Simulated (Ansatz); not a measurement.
The starting structures come from a database of crystals and need not be the phases stable at ambient conditions.

Input:

```
CdTe
1.0
    4.67575     0.00000     0.00000
    0.00000     7.63690     0.00000
    2.29233     0.00000     4.07528
Cd Te
2 2
Direct
  0.84847   0.00017   0.84847
  0.15153   0.50017   0.15153
  0.18219   0.12483   0.18219
  0.81781   0.62483   0.81781
```

Space group of this cell: Cmc2_1. The cell is taken as given; by r2SCAN its mean pressure is -1.2 GPa.

These are r2SCAN (plane waves, PAW; Ansatz, a program for electronic structure) values and carry that method's errors.

The current runs along the normal of the first two printed vectors; no spin-orbit coupling. Scaled by the factor s: both lengths across the current (ions clamped). The meshes follow the cell: 8×4×8 and 8×4 across at s = 0.98, 8×4×8 and 6×4 across at s = 1.00, 8×4×8 and 6×4 across at s = 1.02.

```csv
s,mean pressure (GPa),band gap (eV)
0.98,0.4,1.24
1.00,-1.2,1.11
1.02,-2.4,?
```

Problem. Take the slope of the band gap against ln s from the two given rows, extrapolate to s = 1.02, and say what the run there gives.

Solution. Slope = (1.24 − 1.11) / ln 0.98 = -6.43 eV. The line gives 1.11 + (-6.43) × ln 1.02 = 0.98 eV. The run gives 0.95 eV, 0.03 eV under the line, 26 % of the predicted step.
